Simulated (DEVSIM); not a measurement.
Structure: Co/SiO2/p-GaSb capacitor, at 300 K.

Layer 1 from the left is SiO2, thickness (nm) 1.00. Layer 2 from the left is GaSb, thickness (nm) 440, Na (cm⁻³) 1.9e18.

Metal gate on the left, work function 5 eV. Fixed charge at the semiconductor interface 0 cm⁻² (in units of +e); no interface traps.

This is a model device: material constants are rounded textbook-type values typed into the input, and sizes, dopings and lifetimes were drawn at random. Values at 300 K.

SiO2: gap (eV) 9, affinity (eV) 0.9, permittivity 3.9. GaSb: gap (eV) 0.726, affinity (eV) 4.06, permittivity 15.7, Nc (cm⁻³) 2.1e17, Nv (cm⁻³) 1.8e19.

Simulated with DEVSIM: 1D Poisson equation in equilibrium, Boltzmann statistics, complete ionisation; no quantum confinement or tunnelling. Metal contacts follow the ideal Schottky-Mott rule: no Fermi-level pinning, no interface dipoles.

Task: What does the simulation give for the minimum of the low-frequency capacitance?

Result: minimum of the low-frequency capacitance 0.517 μF/cm².
